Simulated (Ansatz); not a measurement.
The reference is CdTe in the rock salt structure (space group Fm-3m, No. 225; relaxed with 0.1 eV smearing).

```
CELL_PARAMETERS angstrom
      0.00000     3.00023     3.00023
      3.00023     0.00000     3.00023
      3.00023     3.00023     0.00000
ATOMIC_POSITIONS crystal
  Cd 0.00000 0.00000 0.00000
  Te 0.50000 0.50000 0.50000
```

Cartesian axes are those of the cell as printed.

The values are results of Ansatz (a program for electronic structure) PBEsol, no spin-orbit coupling, not measurements.

One thing is altered: biaxial strain +4.83 %, plane normal [111], relaxed out of plane (Cartesian); in-plane vectors clamped, the third vector and the atoms free.

**Question.** How does this affect the energy relative to the base and ratio −ε⊥/ε∥?

**Answer.** The energy rises by 27 meV/atom; the ratio −ε⊥/ε∥ amounts to 1.05.

Whether these cells are dynamically stable was not tested. The final runs are not spin-polarised. This is not the structure that CdTe has at room temperature and ambient pressure.
